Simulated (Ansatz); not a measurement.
These are PBE (plane waves to 420 eV, PAW; Ansatz, a quantum-chemistry and plane-wave program) values and carry that method's errors.

Electrostatic potential energy of an electron, averaged over planes parallel to the surface, in eV from the Fermi level, for F on the 1x1 (110) surface of bcc W, one in a 2x1 cell, started at the site 'top W':

```tsv
z (Å)	V (eV)
5.20	4.78
5.49	4.78
5.78	4.78
6.07	4.77
6.36	4.76
6.64	4.74
6.93	4.69
7.22	4.60
7.51	4.41
7.80	4.04
8.09	3.29
8.38	1.80
8.67	-1.12
8.96	-7.23
9.24	-15.18
9.53	-20.65
9.82	-21.01
10.11	-16.17
10.40	-8.62
10.69	-3.58
10.98	-4.78
11.27	-11.52
11.56	-18.74
11.84	-22.00
12.13	-19.68
12.42	-12.88
12.71	-5.47
13.00	-2.62
13.29	-5.53
13.58	-12.95
13.87	-19.67
14.16	-21.90
14.44	-18.58
14.73	-11.34
15.02	-4.60
15.31	-3.29
15.60	-7.60
15.89	-14.78
16.18	-20.15
16.47	-20.76
16.76	-16.44
17.04	-9.28
17.33	-2.79
17.62	0.96
17.91	1.23
18.20	0.48
18.49	0.98
18.78	2.98
19.07	5.36
19.36	5.87
19.64	6.02
19.93	6.07
20.22	6.09
20.51	6.09
20.80	6.09
21.09	6.09
21.38	6.09
21.67	6.09
21.96	6.09
22.24	6.09
22.53	6.09
22.82	6.09
```

Set-up: 9 atoms, 6.6 Å thick at the start under the adsorbate (thin: gaps and levels are the slab's own); mesh 6x12x1; 0.1 eV smearing; dipole correction on; 4 atoms held, the rest relaxed; held to the start's symmetry, so lower structures may exist; no spin, no spin-orbit, no U, no dispersion correction. At the end it is bonded to W. In PBE this state lies 0.07 eV over the lowest of the starts that converged ('hollow W-W-W').

### Question
The surface cell has an area of 14.34 Å². What dipole along the normal does the step between the two vacuum levels imply?

### Answer
the top vacuum level lies 1.31 eV above the bottom one; p = −ε₀ A ΔV (ε₀ = 0.005526 e/(V·Å)) gives -0.10 e·Å a cell.
